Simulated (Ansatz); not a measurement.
The starting structures come from a database of crystals and need not be the phases stable at ambient conditions.

Inside the gap of an insulator the Bloch states are evanescent, with a wavenumber k + iκ along the transport direction.

Given:

```
CELL_PARAMETERS angstrom
      5.51188     0.00000     0.00000
     -2.75594     4.77343     0.00000
      2.75594     1.59114     5.19433
ATOMIC_POSITIONS crystal
  Li 0.69219 0.34610 0.96171
  Li 0.30781 0.65390 0.03829
  Li 0.87393 0.10350 0.63546
  Li 0.12607 0.89650 0.36454
  Li 0.26104 0.77043 0.63546
  Li 0.73896 0.22957 0.36454
  Li 0.59411 0.49061 0.63546
  Li 0.40589 0.50939 0.36454
  Pb 0.00000 0.00000 0.00000
  O  0.50618 0.90311 0.25200
  O  0.49382 0.09689 0.74800
  O  0.84489 0.60307 0.25200
  O  0.15511 0.39693 0.74800
  O  0.14493 0.24182 0.25200
  O  0.85507 0.75818 0.74800
```

Space group of this cell: R-3. The cell is taken as given; by PBEsol its mean pressure is 0.7 GPa.

Transport runs along the normal of the first two printed cell vectors, the (001) plane of the conventional cell.

The gap is the functional's own, uncorrected, and κ follows it; spin-orbit coupling is left out. Mid-gap values are interpolated between the computed energies.

### Question
Give the band gap and the smallest decay constant κ at mid-gap that PBEsol (Ansatz, a quantum-chemistry and plane-wave program) yields.

### Answer
Gap 2.60 eV on a 8×8×8 mesh; κ = 0.285 1/Å, at the zone centre.
